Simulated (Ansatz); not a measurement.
The starting structures come from a database of crystals and need not be the phases stable at ambient conditions.

By PBEsol, the system below comes out a metal.

Without scattering a metal conducts by its projected Fermi surface.

```
AlTi3C
1.0
    4.25334     0.00000     0.00000
    0.00000     4.25334     0.00000
    0.00000     0.00000     4.25334
Ti Al C
3 1 1
Cartesian
  2.12667   2.12667   0.00000
  0.00000   2.12667   2.12667
  2.12667   0.00000   2.12667
  0.00000   0.00000   0.00000
  2.12667   2.12667   2.12667
```

Space group of this cell: Pm-3m, anti-perovskite. The cell is strained (all lengths scaled by 1.02); by PBEsol its mean pressure is -11.2 GPa.

The current flows along the normal of the first two printed cell vectors, the (001) plane of the conventional cell. No spin-orbit coupling; the value is a mean over 0.1 eV about the Fermi level.

Task: Compute, with PBEsol (Ansatz, a program for electronic structure), the ballistic conductance per area.

Result: 0.47 × 10¹⁵ S/m² for both spins.
